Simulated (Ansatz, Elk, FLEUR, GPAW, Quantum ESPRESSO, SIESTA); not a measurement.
## One structure in several programs: FeNi₃ (Pm-3m, 4 atoms in the cell)

Self-consistent single point.

```
CELL_PARAMETERS angstrom
      3.56869     0.00000     0.00000
      0.00000     3.56869     0.00000
      0.00000     0.00000     3.56869
ATOMIC_POSITIONS crystal
  Fe 0.00000 0.00000 0.00000
  Ni 0.00000 0.50000 0.50000
  Ni 0.50000 0.00000 0.50000
  Ni 0.50000 0.50000 0.00000
```
Moments meant for the start (each program seeds them in its own way; μB, in the order of the atoms Fe Ni Ni Ni): 4.0 2.0 2.0 2.0.

All programs got the same cell, k-point mesh and kind of occupations, and the same starting moments (in Ansatz's words: kpoints.mp_grid.grid = 9 9 9; magnetization.spin_polarized = true; scf.occupations.method = fermi_dirac; scf.occupations.width = 0.136 eV); potentials, basis and cutoffs are each program's usual ones.

```csv
code,model,pressure (GPa),size of the net moment (μB/atom),k-points,cutoff
SIESTA,"GGA PBE, numerical atomic orbitals DZP, PseudoDojo PBE standard norm-conserving potentials (rewritten from UPF to PSML)",-8.18,1.21,365,grid 350 Ry
GPAW,"PBE, GPAW PAW datasets PBE (gpaw-data 1.0.1)",-2.23,1.20,35,800 eV
Quantum ESPRESSO,"PBE, PSlibrary PAW (PBE) pseudopotentials",-3.41,1.20,35,55 Ry
FLEUR,"PBE, all-electron FLAPW (FLEUR), scalar-relativistic valence",–,1.19,35,Kmax 3.5 1/bohr
Elk,"PBE, all-electron FP-LAPW, Elk's shipped species files, default APW+lo basis",–,1.20,35,rgkmax 7
Ansatz,"PBE, default PAW files",-3.65,1.20,35,default
```

A dash marks a value that a program does not give, or that is left out as unsure.

The spread over the programs that give each value: pressure within 5.95 GPa; size of the net moment within 0.02 μB/atom.

The starting cell comes from a database of computed structures (which also holds hypothetical and non-ambient phases and stackings), without a prior relaxation at this level. Its lattice was rescaled by a random factor within 2.5 % of one. On Ansatz's run: The magnetic order is the one reached from the typed start; others were not searched systematically. In the base run, with a pressure of about -4 GPa the cell is away from its equilibrium volume at this level.

Why do the programs differ, and what cannot be compared?

Differences of this kind can come from the potentials, where these differ, and from what each basis and cutoff leave unconverged. The valence holds different numbers of electrons (SIESTA 70, GPAW 56, Quantum ESPRESSO 38, FLEUR 64, Ansatz (a first-principles code) 70). The zero of total energies and Fermi levels follows the potentials and each program's conventions, so they are not compared here. SIESTA uses small atom-centred bases, whose incompleteness enters pressures, forces and empty levels differently from a plane-wave cutoff. FLEUR and Elk treat all electrons, but the usual bases taken here (sphere radii, linearisation, local orbitals, empty states) were not tested for convergence, so the values are no reference for the others. Ansatz's pressure is given at a fixed set of plane waves, as the other plane-wave codes print theirs; with its correction for the finite basis it is -3.59 GPa. Site moments depend on each program's spheres or projections; the total moment of the cell does not. The programs reduce the same mesh by symmetry to different extents, which changes the work and not the result. In the pressure, SIESTA (by 4.78) and GPAW (by 1.18) lie more than 1 GPa from the median of the plane-wave programs.

Left out of this page: ABINIT (stopped by limits of time or memory).

Keys are those of Ansatz 0.2.
